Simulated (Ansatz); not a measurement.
Short convergence ladders for MoRu₃ (P3m1, 8 atoms in the cell)

```
CELL_PARAMETERS angstrom
      5.44779     0.00000     0.00000
     -2.72389     4.71792     0.00000
      0.00000     0.00000     4.32848
ATOMIC_POSITIONS crystal
  Mo 0.66667 0.33333 0.26155
  Mo 0.33333 0.66667 0.75000
  Ru 0.83388 0.16612 0.75000
  Ru 0.16612 0.83388 0.25000
  Ru 0.66776 0.83388 0.25000
  Ru 0.33224 0.16612 0.75000
  Ru 0.83388 0.66776 0.75000
  Ru 0.16612 0.33224 0.25000
```

Base method: PBEsol, default PAW files made with PBE (plane waves; Ansatz, a program for electronic structure).

Base settings: basis.ecutwfc = 420 eV; kpoints.mp_grid.grid = 3 3 3; hamiltonian.xc = pbesol; hamiltonian.pseudopotentials = {kind: paw} (the program's default PAW files); scf.occupations.method = fermi_dirac; scf.occupations.width = 0.1 eV.

The count of work is k-points × plane waves × bands × iterations; it is no time. 

**The cutoff for other potential files**

Level: DFT, PBEsol, plane waves, harder PAW files (source: ansatz) made with PBE.

In this ladder: hamiltonian.pseudopotentials = {kind: paw, source: ansatz}.

The second cell is the first with its lattice scaled by 0.98.

The mesh stays at the base's, so the ladder's end is converged at best in this setting alone.

The first pressure column holds Ansatz's estimate of the finite-basis (Pulay) stress, which hides part of the cutoff error; the other is without it.

Only quantities that move along the ladder and can be compared are tabulated.

| basis.ecutwfc | free energy less the last step's (meV/atom) | energy of the compressed cell less the first (meV/atom) | pressure (GPa) | pressure without the Pulay estimate (GPa) | largest difference of a force vector from the last step's (eV/Å) | count of work / last |
|---|---|---|---|---|---|---|
| 295 eV | 9480.05 | -102.55 | -38.05 | -393.02 | 0.530 | 0.10 |
| 365 eV | 2625.70 | 150.69 | 4.18 | -149.63 | 0.068 | 0.15 |
| 460 eV | 314.97 | 41.30 | -2.75 | -28.98 | 0.058 | 0.21 |
| 560 eV | 22.38 | 42.82 | -2.02 | -4.97 | 0.002 | 0.28 |
| 660 eV | 1.92 | 43.18 | -2.02 | -2.09 | 0.000 | 0.36 |
| 790 eV | 1.38 | 43.18 | -2.02 | -2.04 | 0.000 | 0.46 |
| 990 eV | 0.91 | 43.18 | -2.02 | -2.04 | 0.000 | 0.64 |
| 1320 eV | 0.00 | 43.18 | -2.01 | -2.02 | 0.000 | 1.0 |

Coarsest basis.ecutwfc that holds the forces within 0.02 eV/Å of the last step, with all finer ones: 560 eV, at 0.28 of the last step's count of work; the step before is off by 0.058 eV/Å.

Coarsest basis.ecutwfc that holds the energy of the compressed cell less the first within 0.5 meV/atom of the last step, with all finer ones: 560 eV, at 0.28 of the last step's count of work; the step before is off by 1.9 meV/atom.

Coarsest basis.ecutwfc that holds the pressure without the Pulay estimate within 0.2 GPa of the last step, with all finer ones: 660 eV, at 0.36 of the last step's count of work; the step before is off by 3.0 GPa.

The energy difference between the two cells stays within 1 meV/atom of the last step's from 560 eV on, the total only from 990 eV on: much of the error is common to both cells and cancels.

At the lowest cutoff the pressure without the Pulay estimate lies 391 GPa under the last step's, the usual sign of Pulay stress in an incomplete plane-wave basis.

**The relaxed cell against the cutoff**

On MoRu3 (P6_3/mmc, 8 atoms in the cell): atoms on their sites.

In this ladder: relax = cell and atoms.

The mesh stays at the base's, so the ladder's end is converged at best in this setting alone.

Only quantities that move along the ladder and can be compared are tabulated.

```tsv
basis.ecutwfc	relaxed volume (Å³/atom)	relaxation steps
250 eV	14.161	25
295 eV	13.787	13
355 eV	13.807	7
420 eV	13.809	5
505 eV	13.809	5
630 eV	13.808	5
840 eV	13.808	5
```

Coarsest basis.ecutwfc that holds the relaxed volume within 0.028 Å³/atom of the last step, with all finer ones: 295 eV; the step before is off by 0.35 Å³/atom.

At the lowest cutoff the cell relaxes to a volume 2.6 % larger than at the highest. Ansatz relaxes on a stress corrected for the finite basis.

On the base run: the starting cell comes from a database of computed structures (which also holds hypothetical and non-ambient phases and stackings), without a prior relaxation at this level. Its lattice was rescaled by up to half a per cent. One atom was moved a little off its site on purpose. Spin polarisation is off. Without a gap this mesh is coarse (it stands for a supercell whose shortest vector is 13 Å).

Left out of this page: 1 run of the series failed or unconverged.

Keys are those of Ansatz 0.2.
